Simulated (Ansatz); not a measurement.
System: Os-vacancy pair (Os on one host Cu site, one Cu site vacant) in fcc Cu (neutral cell). The step: direct exchange of Os with the vacancy (Os-vacancy distance between ideal sites 2.57 Å throughout); the atom moves 2.49 Å along (0.00, 0.48, 0.48) of the unit cell; the moving atom starts with neighbours 4 Cu at 2.55, 3 Cu at 2.58, 4 Cu at 2.61 Å and ends with 4 Cu at 2.55, 3 Cu at 2.58, 4 Cu at 2.61 Å. DFT values are from Ansatz (plane-wave PAW, 420 eV unless said) in a cell of 32 host sites, spin-restricted, static, with no finite-size correction. Forms of the defect that were not tried may lie lower. For the PBE band: the program found a first-order saddle point.

| Level | Forward barrier (eV) | Cost of the band or of the saddle's single point |
|---|---|---|
| CHGNet universal potential (has no charge state), its own band | 0.88 | - |
| PBE, a 2×2×2 k-point mesh shifted by half a step, band relaxed | 1.28 | very roughly 40 core-minutes |
| PBE, a 4×4×4 k-point mesh shifted by half a step, same geometries | 1.32 | about 8 core-minutes (a rough figure) |
| r2SCAN at 500 eV, a 2×2×2 k-point mesh shifted by half a step, same geometries | 1.34 | around 2.9 core-minutes (rough) |

Ansatz is a quantum-chemistry and plane-wave program.
